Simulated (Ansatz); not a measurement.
**KTlS2 (space group R-3m, No. 166; a hypothetical phase, not in the database extracts checked)**

```
CELL_PARAMETERS angstrom
      1.99193     1.15004     7.23582
     -1.99193     1.15004     7.23582
      0.00000    -2.30008     7.23582
ATOMIC_POSITIONS crystal
  Tl 0.00000 0.00000 0.00000
  K  0.50000 0.50000 0.50000
  S  0.26570 0.26570 0.26570
  S  0.73430 0.73430 0.73430
```

Method: PBEsol (Ansatz, a first-principles code, PAW, no SOC). k-mesh 10×10×10 (Γ-centred); smearing 0.05 eV (Fermi–Dirac).

- Volume per atom: 24.86 Å³
- Density: 5.14 g/cm³
- Band gap: 0.89 eV, indirect, T → Γ
- Electron mass: 0.22 mₑ along c, 0.16 mₑ across
- Total energy: -3645.972 eV/atom (σ→0; compares only within this code and set-up)

With Tl present, leaving out spin-orbit coupling can change the band edges. Effective masses come from finite differences of ±0.01 Å⁻¹. Whether these cells are dynamically stable was not tested.
